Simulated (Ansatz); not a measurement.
Results of r²SCAN in Ansatz (PAW) for Co₃AlN (model structure, started from the cubic perovskite type, Pm-3m, No. 221, 5 atoms in the cell).

Numerical settings: plane-wave cutoff 560 eV, 16×16×16 k mesh, Fermi–Dirac smearing 0.05 eV, spin-polarised with parallel moments, scalar-relativistic PAW data made under PBE.

Cell (relaxed at this level):

```yaml
crystal:
  lattice:
    - [3.71462, 0.00000, 0.00000]
    - [0.00000, 3.71462, 0.00000]
    - [0.00000, 0.00000, 3.71462]
  atoms:
    - { symbol: Al, position: [0.00000, 0.00000, 0.00000] }
    - { symbol: N, position: [0.50000, 0.50000, 0.50000] }
    - { symbol: Co, position: [0.00000, 0.50000, 0.50000], spin: 3.0 }
    - { symbol: Co, position: [0.50000, 0.50000, 0.00000], spin: 3.0 }
    - { symbol: Co, position: [0.50000, 0.00000, 0.50000], spin: 3.0 }
```

Q: What does this level give for the bulk modulus?

A: 
- bulk modulus: 234 GPa

The run finds no gap.

Note: the magnetic order was assumed, not searched for or taken from measurement; the bulk modulus is −V dP/dV from two relaxed cells at ±2 % in volume; the moments ended far under their starting size, a low-moment state that need not be the lowest; the relaxation could raise the start's symmetry but not lower it, so the cell can be a saddle point.

Spins in the cell block are starting values.

Static lattice: no zero-point or thermal effects.

A model structure was made by putting elements into a prototype or built by hand; it is no filed structure, need not be a known phase, and can be a saddle point held by its symmetry.

Ansatz is a quantum-chemistry and plane-wave program.
